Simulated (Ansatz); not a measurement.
Input:

```xyz
2
Lattice="0.0000 2.7002 2.7002 2.7002 0.0000 2.7002 2.7002 2.7002 0.0000" Properties=species:S:1:pos:R:3 pbc="T T T"
Si     0.0000     0.0000     0.0000
Si     1.3501     1.3501     1.3501
```

These are r2SCAN with spin-orbit coupling, rigid bands (plane waves, PAW; Ansatz, a program for electronic structure) values and carry that method's errors. Condition of this run: hydrostatic pressure of 1.8 GPa (compression positive) (the target of the relaxation). Cell: cell and atoms relaxed with PBEsol, then loaded as said.

Problem. What conductivity effective mass do dilute holes have at 300 K?

Solution. 0.35 mₑ.

Problem. What conductivity effective mass do dilute electrons have at 300 K?

Solution. 0.28 mₑ.

Problem. And the band gap?

Solution. 0.71 eV at this level; semilocal functionals usually fall short of the measured gap.

Rigid bands, one relaxation time for all states, no polarons. Geometry: cell and atoms relaxed with PBEsol.
